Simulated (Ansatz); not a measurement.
## Cd, response to strain

The reference is Cd in the hcp (Mg type) structure (space group P6_3/mmc, No. 194; a = 3.029 Å, c = 5.759 Å; relaxed with 0.1 eV smearing).

Strains are applied to the cell and any free atomic positions relax.

Method: PBE/PAW in Ansatz (an electronic-structure program), no spin-orbit coupling.

Candidates:
(a) isotropic strain −2.00 %
(b) isotropic strain +1.00 %
(c) isotropic strain −1.50 %
(d) isotropic strain +2.00 %

Notes on the quantities. energy relative to the base: free energy F.

Question: Order them by energy relative to the base, highest first.

Answer: (a) isotropic strain −2.00 % (+13 meV/atom), (d) isotropic strain +2.00 % (+10 meV/atom), (c) isotropic strain −1.50 % (+6.9 meV/atom), (b) isotropic strain +1.00 % (+2.7 meV/atom)

No phonon test of stability was made.
